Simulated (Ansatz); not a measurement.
LiZn$_{3}$ (Fm-3m), PBEsol, DFPT electron-phonon coupling, linearised Boltzmann equation (Ansatz, an electronic-structure program): phonon-limited resistivity 5.96 μΩ·cm at 300 K, current-weighted mean free path 16.3 nm, Drude plasma energy 8.60 eV.

**Question.** Estimate the resistivity of a 80 nm square wire with diffuse walls from ρ ≈ ρ₀(1 + 3ℓ/4d).

**Answer.** 1 + 0.75 × 16.3/80 = 1.15, so ρ ≈ 6.87 μΩ·cm and a line 1 μm long has 10.7 Ω. The formula is the free-electron limit for d well above ℓ; grain boundaries add to it.

**Question.** What is the classical skin depth at 1 GHz (nonmagnetic, μ₀ = 1.257×10⁻⁶ H/m)?

**Answer.** δ = √(ρ/(π f μ₀)) = 3890 nm.

**Question.** What Drude relaxation time do resistivity and plasma energy imply?

**Answer.** ω_p = 1.31e16 s⁻¹, so τ = 1/(ε₀ ω_p² ρ) = 11.1 fs, a damping ħ/τ of 59.3 meV.

A metal at this level (no band gap). Only scattering by harmonic phonons is included (no impurities, grain boundaries, electron-electron scattering or thermal expansion). Spin-orbit coupling is left out. The squared frequency of the phonon mode least converged on the k mesh is uncertain by about 13 %. The run warned that the eigensolver left some states short of its tolerance. Halving the electron mesh (24x24x24) moves the resistivity by up to 8 % at 300 K, the mean free path by up to 3 %. Smearing 0.20 eV; phonons on a 4x4x4 q mesh, which this run doesn't test.

Computed structure with no diffraction record at hand here (it may be known, metastable or hypothetical): LiZn3 (Fm-3m).
